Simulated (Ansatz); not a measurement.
Amorphous Si24O48Rh

Preparation: random packing, a CHGNet melt and quench, and a DFT relaxation. O atoms were pushed apart under 1.9 Å during the dynamics, to hinder bonds among them. The hot cell started wider than the set density and was brought back towards it in steps. It is the lowest in DFT energy of 2 quenches. It is a model cell: composition and starting density were chosen by hand, and all elements were melted together. No dispersion term was used.

Methods: PBE, scalar-relativistic without spin-orbit coupling (Ansatz, a quantum-chemistry and plane-wave program); r2SCAN, scalar-relativistic without spin-orbit coupling (Ansatz); HSE06, scalar-relativistic without spin-orbit coupling (Ansatz). Geometry, pressure, stress and energy are those of the PBE run. Its sampling: a 2×2×2 Γ-centred mesh; Fermi-Dirac width 0.02 eV; collinear spin, started from a total moment of 1 μB (at the end a net moment of 1.0 μB, with unpaired spins of both signs, a broken-symmetry state; no other order was tried). Other functionals are single points at the zone centre (r2SCAN at 500 eV; exact exchange cut at the cell's faces), free to take moments where seeds were set. In the spin-polarised cell the level spacing at the Fermi energy can part levels of unlike spin. At PBE the levels at both edges of the gap are localised (band-tail or defect states), and the nearest spread-out levels lie 5.4 eV apart at the zone centre.

- Number of atoms in the cell = 73
- Density (held, not predicted) = 2.33 g/cm³
- Volume per atom = 15.06 Å³
- Pressure on a 2×2×2 Γ-centred mesh = -0.95 GPa
- Largest force and stress component on that mesh (the relaxation ran on the zone centre alone) = 0.04 eV/Å and 2.9 GPa
- Energy relative to alpha cristobalite + fcc Rh (lowest mix at this level among the phases computed, not always the ambient ones) = 0.179 eV/atom
- Level spacing at the Fermi energy on a 2×2×2 Γ-centred mesh (PBE) = 0.54 eV
- Level spacing at the Fermi energy at the zone centre (PBE) = 0.58 eV
- Level spacing at the Fermi energy at the zone centre (r2SCAN) = 1.28 eV
- Level spacing at the Fermi energy at the zone centre (HSE06) = 2.21 eV
- Net moment = 1.00 μB (unpaired spins of both signs, a broken-symmetry state)

Cut-offs for bonds: Si-Si 2.60 Å, Si-O 1.92 Å, Si-Rh 2.78 Å, O-O 1.58 Å, O-Rh 2.50 Å, Rh-Rh 3.12 Å. Two cations that share two anions don't count as bonded, nor two that share one unless they lie closer than Si-Si 2.38 Å, Si-Rh 2.71 Å, Rh-Rh 3.04 Å.

```
Property                                                                                              Value
---------------------------------  ------------------------------------------------------------------------
Mean coordination of Si by anions  3.96 (1 with 3, 23 with 4); 1 close contacts or bonds to cations besides
Mean coordination of O                                                           2.04 (46 with 2, 2 with 3)
Mean coordination of Rh by anions             3.00 (1 with 3); 1 close contacts or bonds to cations besides
Mean Si-O bond                                                         1.642 Å (spread 0.024 Å, 95 counted)
Mean O-Rh bond                                                          2.143 Å (spread 0.196 Å, 3 counted)
```

Its density started from a set value of 2.33 g/cm³. The simulated quench (nominally 480 K/ps over its main leg) is rapid and tends to freeze in more defects than a deposited or slowly cooled glass has. Values belong to this one cell and scatter from quench to quench. The volume was held where the preparation left it, at a PBE pressure of -0.9 GPa (tension). Stress components on the final sampling reach 2.9 GPa.
